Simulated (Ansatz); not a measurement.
## N on the (0001) surface of wurtzite GaN (2x2 Ga adatom at T4; a constructed slab, bottom: 3 H on 4 bottom sites), one in a cell of 36 Å², started at the site 'over Ga at depth 1.7 Å #2'

Host crystal: wurtzite GaN, with a band gap (PBE, scalar-relativistic without spin-orbit coupling).

All values below come from r2SCAN, at the PBE geometry and the start's symmetry (plane waves to 500 eV, PAW; Ansatz, a quantum-chemistry and plane-wave program).

Set-up: 45 atoms, 13.9 Å thick at the start with caps and adatoms under the adsorbate (thin: gaps and levels are the slab's own); mesh 4x4x1; 0.01 eV smearing; dipole correction on; single point; no symmetry held, on the structure that PBE left; spin-polarised, ending with about 1.0 μB a cell; orders that need a larger cell were not tried, no spin-orbit, no U, no dispersion correction. The program's check for a lower electronic state was not made. At the end it is bonded to 2 Ga. In PBE it is, or lies within 0.03 eV of, the lowest of the starts that converged; the order may differ at this level.

The adsorption energy against ½ N2(g) at the same level is 0.86 eV, the gap of the slab on its k-mesh comes out as 0.29 eV and the highest filled level below the top vacuum level is 5.11 eV. The change of the step from the bottom to the top vacuum level, against the clean slab is 0.93 eV and the height of the binding atom over the mean of the host atoms within 0.3 Å of the top one is 0.010 Å. The magnetic moment of the cell is 1.00 μB, the nearest host atoms of the binding atom comes out as Ga at 1.84 Å, Ga at 1.90 Å, N at 3.20 Å and the caution comes out as the clean host was not checked against rearrangement in a larger or rattled cell.

A negative adsorption energy means that the adsorbate is more stable on the surface than in its reference.
